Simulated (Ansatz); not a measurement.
Short convergence ladders for ScV2Ga4 (I4mm, 7 atoms in the cell)

```
Sc(VGa2)2
1.0
   -3.23685     3.23685     2.58214
    3.23685    -3.23685     2.58214
    3.23685     3.23685    -2.58214
Sc V Ga
1 2 4
Direct
  0.00968   0.00968   0.00000
  0.75000   0.25000   0.50000
  0.25000   0.75000   0.50000
  0.30087   0.30087   0.60174
  0.69913   0.69913   0.39826
  0.30087   0.69913   0.00000
  0.69913   0.30087   0.00000
```

Base method: PBEsol, default PAW files made with PBE (plane waves; Ansatz, an electronic-structure program).

Base settings: basis.ecutwfc = 420 eV; kpoints.mp_grid.grid = 4 4 4; hamiltonian.xc = pbesol; hamiltonian.pseudopotentials = {kind: paw} (the program's default PAW files); scf.occupations.method = gaussian; scf.occupations.width = 0.1 eV.

The count of work is k-points × plane waves × bands × iterations; it is no time. Core times come from one kind of shared machine, to one figure; runs under 30 s give none.

**The cutoff for other potential files**

Level: DFT, PBEsol, plane waves, harder PAW files (source: ansatz) made with PBE.

In this ladder: hamiltonian.pseudopotentials = {kind: paw, source: ansatz}.

The second cell is the first with its lattice scaled by 0.98.

The mesh stays at the base's, so the ladder's end is converged at best in this setting alone.

The first pressure column holds Ansatz's estimate of the finite-basis (Pulay) stress, which hides part of the cutoff error; the other is without it.

Only quantities that move along the ladder and can be compared are tabulated.

```tsv
basis.ecutwfc	free energy less the last step's (meV/atom)	energy of the compressed cell less the first (meV/atom)	pressure (GPa)	pressure without the Pulay estimate (GPa)	largest difference of a force vector from the last step's (eV/Å)	count of work / last	core time / last (rough)
460 eV	24188.77	79.13	-3.08	-1416.43	0.900	0.11	–
560 eV	3808.91	-8.89	-3.77	-279.27	0.019	0.14	–
715 eV	185.46	3.32	-3.41	-22.47	0.005	0.21	–
865 eV	5.76	2.69	-3.40	-4.29	0.000	0.28	–
1020 eV	0.35	2.70	-3.39	-3.40	0.000	0.35	–
1225 eV	0.23	2.70	-3.39	-3.40	0.000	0.46	0.4
1530 eV	0.10	2.70	-3.39	-3.40	0.000	0.72	0.7
2040 eV	0.00	2.70	-3.39	-3.39	0.000	1.0	1
```

Coarsest basis.ecutwfc that holds the pressure without the Pulay estimate within 1 GPa of the last step, with all finer ones: 865 eV, at 0.28 of the last step's count of work; the step before is off by 19 GPa.

Coarsest basis.ecutwfc that holds the forces within 0.01 eV/Å of the last step, with all finer ones: 715 eV, at 0.21 of the last step's count of work; the step before is off by 0.019 eV/Å.

Coarsest basis.ecutwfc that holds the energy of the compressed cell less the first within 0.2 meV/atom of the last step, with all finer ones: 865 eV, at 0.28 of the last step's count of work; the step before is off by 0.61 meV/atom.

The energy difference between the two cells stays within 1 meV/atom of the last step's from 715 eV on, the total only from 1020 eV on: much of the error is common to both cells and cancels.

At the lowest cutoff the pressure without the Pulay estimate lies 1410 GPa under the last step's, the usual sign of Pulay stress in an incomplete plane-wave basis.

**The density cutoff**

The second cell is the first with its lattice scaled by 0.98.

The mesh stays at the base's, so the ladder's end is converged at best in this setting alone.

Only quantities that move along the ladder and can be compared are tabulated.

| basis.ecutrho_ratio | free energy less the last step's (meV/atom) | energy of the compressed cell less the first (meV/atom) | pressure (GPa) | largest difference of a force vector from the last step's (eV/Å) |
|---|---|---|---|---|
| 2 | -9.74 | 2.05 | -2.84 | 0.013 |
| 3 | -0.13 | 2.40 | -3.43 | 0.000 |
| 4 | 0.00 | 2.40 | -3.44 | 0.000 |
| 5 | 0.00 | 2.40 | -3.44 | 0.000 |
| 6 | 0.00 | 2.40 | -3.44 | 0.000 |
| 8 | 0.00 | 2.40 | -3.44 | 0.000 |
| 10 | 0.00 | 2.40 | -3.44 | 0.000 |
| 12 | 0.00 | 2.40 | -3.44 | 0.000 |
| 16 | 0.00 | 2.40 | -3.44 | 0.000 |

Coarsest basis.ecutrho_ratio that holds the pressure within 0.05 GPa of the last step, with all finer ones: 3; the step before is off by 0.60 GPa.

Coarsest basis.ecutrho_ratio that holds the energy of the compressed cell less the first within 0.2 meV/atom of the last step, with all finer ones: 3; the step before is off by 0.35 meV/atom.

Coarsest basis.ecutrho_ratio that holds the free energy within 5 meV/atom of the last step, with all finer ones: 3; the step before is off by 9.7 meV/atom.

The energy difference between the two cells stays within 1 meV/atom of the last step's from 2 on, the total only from 3 on: much of the error is common to both cells and cancels.

**The relaxed cell against the cutoff**

On ScV2Ga4 (I4/mmm, 7 atoms in the cell): atoms on their sites.

In this ladder: relax = cell and atoms.

The mesh stays at the base's, so the ladder's end is converged at best in this setting alone.

Only quantities that move along the ladder and can be compared are tabulated.

| basis.ecutwfc | relaxed volume (Å³/atom) | relaxation steps | core time / last (rough) |
|---|---|---|---|
| 250 eV | 15.446 | 102 | 3 |
| 295 eV | 15.090 | 12 | 0.5 |
| 355 eV | 15.039 | 7 | – |
| 420 eV | 15.033 | 5 | – |
| 505 eV | 15.033 | 5 | – |
| 630 eV | 15.033 | 5 | 0.5 |
| 840 eV | 15.033 | 5 | 1 |

Coarsest basis.ecutwfc that holds the relaxed volume within 0.075 Å³/atom of the last step, with all finer ones: 295 eV; the step before is off by 0.41 Å³/atom.

At the lowest cutoff the cell relaxes to a volume 2.7 % larger than at the highest. Ansatz relaxes on a stress corrected for the finite basis.

On the base run: the starting cell comes from a database of computed structures (which also holds hypothetical and non-ambient phases and stackings), without a prior relaxation at this level. Its lattice was rescaled by up to half a per cent. One atom was moved a little off its site on purpose. Spin polarisation is off.

Left out of this page: 1 run of the series failed or unconverged.

Keys are those of Ansatz 0.2.
